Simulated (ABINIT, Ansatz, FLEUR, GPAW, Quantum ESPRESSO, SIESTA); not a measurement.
# Code comparison for NaMgF3 (Pm-3m, 5 atoms in the cell)

Self-consistent single point.

```
NaMgF3
1.0
    4.01998     0.00000     0.00000
    0.00000     4.01998     0.00000
    0.00000     0.00000     4.01998
Na Mg F
1 1 3
Direct
  0.00000   0.00000   0.00000
  0.50000   0.50000   0.50000
  0.50000   0.50000   0.00000
  0.00000   0.50000   0.50000
  0.50000   0.00000   0.50000
```

Shared settings, as Ansatz (an electronic-structure program) writes them: kpoints.mp_grid.grid = 4 4 4; scf.occupations.method = fixed. Potentials and cutoffs stand in the table.

```json
[
 {"code": "FLEUR", "model": "PBEsol, all-electron FLAPW (FLEUR), scalar-relativistic valence", "pressure (GPa)": "–", "gap on the mesh (eV)": "5.725", "cutoff": "Kmax 4.3 1/bohr"},
 {"code": "Quantum ESPRESSO", "model": "PBEsol, GBRV 1.5 ultrasoft (PBESOL) pseudopotentials", "pressure (GPa)": "-5.56", "gap on the mesh (eV)": "5.606", "cutoff": "40 Ry"},
 {"code": "SIESTA", "model": "GGA PBEsol, numerical atomic orbitals DZP, PseudoDojo PBEsol standard norm-conserving potentials (rewritten from UPF to PSML)", "pressure (GPa)": "-5.42", "gap on the mesh (eV)": "5.509", "cutoff": "grid 400 Ry"},
 {"code": "Ansatz", "model": "PBEsol, default PAW files made with PBE", "pressure (GPa)": "-5.82", "gap on the mesh (eV)": "5.616", "cutoff": "30.9 Ry"},
 {"code": "ABINIT", "model": "PBEsol, norm-conserving pseudopotentials (PseudoDojo nc-sr-04 PBEsol standard)", "pressure (GPa)": "-5.34", "gap on the mesh (eV)": "5.636", "cutoff": "88 Ry"},
 {"code": "GPAW", "model": "PBEsol, GPAW PAW datasets PBEsol (made by gpaw-setup)", "pressure (GPa)": "–", "gap on the mesh (eV)": "5.607", "cutoff": "900 eV"}
]
```

A dash marks a value that a program does not give, or that is left out as unsure.

Gaps are read on the mesh.

The spread over the programs that give each value: pressure within 0.48 GPa; gap on the mesh within 0.216 eV.

SIESTA uses small atom-centred bases, whose incompleteness enters pressures, forces and empty levels differently from a plane-wave cutoff. FLEUR treats all electrons, but the usual bases taken here (sphere radii, linearisation, local orbitals, empty states) were not tested for convergence, so the values are no reference for the others. Ansatz's pressure is given at a fixed set of plane waves, as the other plane-wave codes print theirs; with its correction for the finite basis it is -5.25 GPa (the shift of 0.57 GPa shows how far the cutoff is from converged). The pressure of GPAW is left out: its cutoff lies under the one at which its stress was checked.

On the base mesh (8 8 8) the same programs gave: Ansatz pressure -5.80 GPa, gap on the mesh 5.616 eV; Quantum ESPRESSO pressure -5.56 GPa, gap on the mesh 5.606 eV; ABINIT pressure -5.34 GPa, gap on the mesh 5.636 eV; GPAW gap on the mesh 5.607 eV; FLEUR gap on the mesh 5.724 eV; SIESTA pressure -5.42 GPa, gap on the mesh 5.510 eV.

The starting cell comes from a database of computed structures (which also holds hypothetical and non-ambient phases and stackings), without a prior relaxation at this level. Its lattice was rescaled by a random factor within 2.5 % of one.

Left out of this page: CP2K (on another mesh); Elk (unsound by tests on forces, stress, charge or solver warnings).

Keys are those of Ansatz 0.2.
